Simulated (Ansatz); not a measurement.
The starting structures come from a database of crystals and need not be the phases stable at ambient conditions.

 Where the default PAW files enter, the runs use the earlier of Ansatz's two default sets.

```xyz
2
Lattice="3.4438 0.0000 0.0000 -1.7219 2.9824 0.0000 1.7219 -0.9941 2.8119" Properties=species:S:1:pos:R:3 pbc="T T T"
Be     0.0000     0.0000     0.0000
S      3.4438     0.0000     2.1089
```

Space group of this cell: F-43m, zinc blende. The cell is taken as given.

All values below come from r2SCAN (plane waves, PAW; Ansatz, a program for electronic structure).

The current runs along the normal of the first two printed vectors; no spin-orbit coupling. Scaled by the factor s: the length along the current (ions clamped). The meshes follow the cell: 12×12×12 and 12×12 across at s = 0.97, 10×10×10 and 12×12 across at s = 1.00, 10×10×10 and 12×12 across at s = 1.03.

| s | mean pressure (GPa) | slowest mid-gap decay constant κ (1/Å) |
|---|---|---|
| 0.97 | 3.2 | 0.270 |
| 1.00 | -0.1 | 0.257 |
| 1.03 | -2.7 | ? |

### Question
Take the slope of the slowest mid-gap decay constant κ against ln s from the two given rows, extrapolate to s = 1.03, and say what the run there gives.

### Answer
Slope = (0.270 − 0.257) / ln 0.97 = -0.427 1/Å. The line gives 0.257 + (-0.427) × ln 1.03 = 0.244 1/Å. The run gives 0.247 1/Å, 0.003 1/Å over the line, 21 % of the predicted step.
